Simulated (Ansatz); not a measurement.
**Pd: energy against volume**

Pd (fcc, Fm-3m, 15.355 Å³/atom and stress up to 0.01 GPa in the relaxed cell, cube axes along x, y and z) under an equal strain ε along all three axes. PBE in Ansatz, a plane-wave DFT program (PAW, default set), 420 eV, 29×29×29 Γ-centred mesh, Fermi-Dirac smearing 0.10 eV.

Here V stands for volume and E for E less E0.

| volume (Å³/atom) | E less E0 (meV/atom) | pressure (GPa) |
|---|---|---|
| 14.0139 | ? | ? |
| 14.4518 | 29.44 | 11.91 |
| 14.6741 | 15.79 | 8.55 |
| 14.8987 | 6.51 | 5.45 |
| 15.1256 | 1.34 | 2.60 |
| 15.3548 | 0.00 | 0.00 |
| 15.5862 | 2.24 | -2.39 |
| 15.8200 | 7.83 | -4.57 |
| 16.0561 | 16.54 | -6.56 |
| 16.2946 | 28.15 | -8.38 |

Problem. Using the third-order Birch-Murnaghan form, a cubic in V^(-2/3), estimate the missing E at V = 14.0139 from the other rows, showing the fit.

Solution. With u = V^(-2/3) - 0.162, the rows have u = 0.006546, 0.004840, 0.003159, 0.001503, -0.000128, -0.001735, -0.003318, -0.004877, -0.006414. Least squares gives E = -0.029 - 129.1·u + 685949·u² + 3285004·u³. Residuals (row less fit): 0.000, 0.003, -0.002, 0.002, 0.001, -0.003, -0.001, 0.005, -0.002; standard error 0.003 (degrees of freedom: 5). Its minimum lies at u = 0.000094, so V0 = (0.162094)^(-3/2) = 15.32. There d²E/du² = 1374000 and d³E/du³ = 1.971e7, so B0 = (4/9) × 15.32^(-7/3) × 1374000 × 0.160218 = 168 GPa (the last factor turns the table's units into GPa), and B0' = 4 + (2/3) × 0.162094 × (1.971e7)/1374000 = 5.6. B0' rests on the cubic coefficient alone and has a standard error of 0.1 from these residuals. At the withheld row, u = 0.010039, so E = -0.029 - 129.1 × 0.010039 + 685949 × 0.010039² + 3285004 × 0.010039³ = 71.130 meV/atom. The calculation gives 71.10 meV/atom, 0.030 meV/atom below the prediction (0.0 % of the range of E in the table). The row lies outside the fitted rows, so this is an extrapolation. The scatter of the fitted rows lies at the last printed digit.

In a metal these values are sensitive to mesh and smearing; energies are taken to zero smearing, stresses follow the free energy. The runs aren't spin-polarised. Other structures, which can take over under pressure, weren't tried. The same form fitted to the pressure column gives B0' = 5.5; series where the two differ by over 0.4 aren't shown. Rows are the converged runs of the series near zero and its far end, less any whose ions stayed unrelaxed beside relaxed ones; series whose fitted rows scatter by over a few per cent of the range, as at a crossing or softening among them, aren't shown in this form.
